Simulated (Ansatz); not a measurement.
**GaN in the wurtzite structure (space group P6_3mc, No. 186)**

```yaml
crystal:
  lattice:
    - [3.18261, 0.00000, 0.00000]
    - [-1.59131, 2.75622, 0.00000]
    - [0.00000, 0.00000, 5.18530]
  atoms:
    - { symbol: Ga, position: [0.66667, 0.33333, 0.00091] }
    - { symbol: Ga, position: [0.33333, 0.66667, 0.50091] }
    - { symbol: N, position: [0.66667, 0.33333, 0.62429] }
    - { symbol: N, position: [0.33333, 0.66667, 0.12429] }
```

The values are results of PBEsol, PAW, 420 eV (Ansatz, a quantum-chemistry and plane-wave program; scalar-relativistic without spin-orbit coupling), not measurements. k-mesh 12×12×7 (Γ-centred); smearing 0.05 eV (Fermi–Dirac).

| Quantity | Value |
|---|---|
| Volume per atom | 11.37 Å³ |
| Density | 6.11 g/cm³ |
| Band gap | 1.88 eV, direct at Γ |
| Electron mass | 0.16 mₑ along c, 0.17 mₑ across |
| Lowest conduction-band minima above the VBM | Γ 1.88 eV |
| Total energy | -2061.424 eV/atom (σ→0; compares only within this code and set-up) |

Masses are band curvatures over ±0.01 Å⁻¹ around the edge. No phonon test of stability was made.
